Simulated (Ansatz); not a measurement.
Take Ta2O5 (space group Pmmm, No. 47; a = 3.670 Å, b = 3.859 Å, c = 6.433 Å; a cell from a computed database, its experimental status unchecked) as the base. Axes: x, y, z lie along a, b, c of the conventional cell.

It is then changed as follows: biaxial strain −0.83 %, plane normal [001], relaxed out of plane (Cartesian); in-plane vectors clamped, the third vector and the atoms free.

Levels (all Ansatz, a first-principles code, PAW): PBEsol (420 eV, scalar-relativistic without spin-orbit coupling); r2SCAN (500 eV, no SOC); HSE06 (420 eV, without spin-orbit coupling).

At the geometry relaxed with PBEsol, these levels gave the following band gaps, in shuffled order: (a) 1.66 eV, (b) 0.38 eV, (c) 0.71 eV.

**Question.** Match each gap to its level.

**Answer.** (a) HSE06; (b) PBEsol; (c) r2SCAN.

Single points use the geometry relaxed with PBEsol. The hybrid gap comes from the SCF mesh plus the semilocal run's edge points and a few special points and is an upper bound. With Ta present, leaving out spin-orbit coupling can change the band edges. No phonon test of stability was made.
